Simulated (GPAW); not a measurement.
GPAW run on V (Im-3m, 1 atom in the cell): self-consistent single point.

Method of the run: PBE, GPAW PAW datasets PBE (gpaw-data 1.0.1) (plane waves; GPAW).

```
CELL_PARAMETERS angstrom
     -1.50611     1.50611     1.50611
      1.50611    -1.50611     1.50611
      1.50611     1.50611    -1.50611
ATOMIC_POSITIONS crystal
  V  0.00000 0.00000 0.00000
```

Reference input (self-consistent single point, DFT PBE, plane waves, GPAW PAW datasets PBE (gpaw-data 1.0.1)): mode = pw; ecut = 850 eV; xc = PBE; kpts = 10 10 10; mesh shift (steps) = 0 0 0; occupations.name = methfessel-paxton; occupations.width = 0.136 eV; occupations.order = 0; nbands = -5; convergence.density = 1e-05 e/electron; symmetry.symmorphic = false; symmetry.tolerance = 0.0005. This run's input differs from it in these lines:

```diff
@@ -13,3 +13,3 @@
             xc='PBE',
-            kpts={'size': (10, 10, 10), 'gamma': True},
+            kpts=(37, 37, 37),
             occupations={'name': 'methfessel-paxton', 'width': 0.136, 'order': 0},
```

Log, with long lists cut:

```
     iter     time        total  log10-change:
                         energy   eigst   dens
iter:   1 --:--:--    -8.811164
iter:   2 --:--:--    -8.775577   -0.34  -1.44
iter:   3 --:--:--    -8.834702   -0.35  -1.46
iter:   4 --:--:--    -8.553474   -1.75  -1.51
iter:   5 --:--:--    -8.955952   -0.67  -1.79
iter:   6 --:--:--    -8.519203   -1.30  -1.48
iter:   7 --:--:--    -8.510889   -2.19  -2.28
iter:   8 --:--:--    -8.516354   -3.12  -3.14
iter:   9 --:--:--    -8.513518c  -4.13  -2.44
iter:  10 --:--:--    -8.513140c  -4.95  -2.60
iter:  11 --:--:--    -8.512754c  -5.18  -2.64
iter:  12 --:--:--    -8.511047c  -3.44  -2.68
iter:  13 --:--:--    -8.511051c  -4.60  -4.04
iter:  14 --:--:--    -8.511065c  -5.27  -3.85
iter:  15 --:--:--    -8.511050c  -5.97  -3.83
iter:  16 --:--:--    -8.511050c  -7.83c -4.81
iter:  17 --:--:--    -8.511049c  -7.30  -4.66
iter:  18 --:--:--    -8.511053c  -6.63  -5.15c
iter:  19 --:--:--    -8.511050c  -6.82  -4.31
iter:  20 --:--:--    -8.511049c  -8.03c -5.66c
Converged after 20 iterations.

Dipole moment: (-0.000000, 0.000000, 0.000000) |e|*Ang

Energy contributions relative to reference atoms: (reference = -25820.495562)

Kinetic:         -2.857352
Potential:       +1.937246
External:        +0.000000
XC:              -7.727855
Entropy (-ST):   -0.016965
Local:           +0.145395
SIC:             +0.000000
--------------------------
Free energy:     -8.519532
Extrapolated:    -8.511049

Showing only first 2 kpts
 Kpt  Band  Eigenvalues  Occupancy
  0     4      2.78631    2.00000
  0     5      9.73466    0.00002
  0     6      9.73466    0.00002
  0     7      9.73466    0.00002

  1     4      2.81536    2.00000
  1     5      9.72224    0.00004
  1     6      9.73241    0.00002
  1     7      9.75527    0.00001

Fermi level: 9.32624

No gap
No difference between direct/indirect transitions
Energy (eV): -8.511049

Forces in eV/Ang:
  0 V     0.00000   -0.00000    0.00000

Stress tensor:
     0.009496     0.000000     0.000000
     0.000000     0.009496     0.000000
     0.000000     0.000000     0.009496
Stress (GPa, Voigt): [1.5215 1.5215 1.5215 0.     0.     0.    ]
```

The run converged in 20 iterations. GPAW prints stress with tension positive. Against the reference run the free energy stays essentially unchanged (within 1 meV/atom) and the pressure goes from -0.80 to -1.52 GPa.

The starting cell comes from a database of computed structures (which also holds hypothetical and non-ambient phases and stackings), without a prior relaxation at this level. Its lattice was rescaled by a random factor within 2.5 % of one. Spin polarisation is off.

Cost on one core of a shared machine: roughly 3 min.
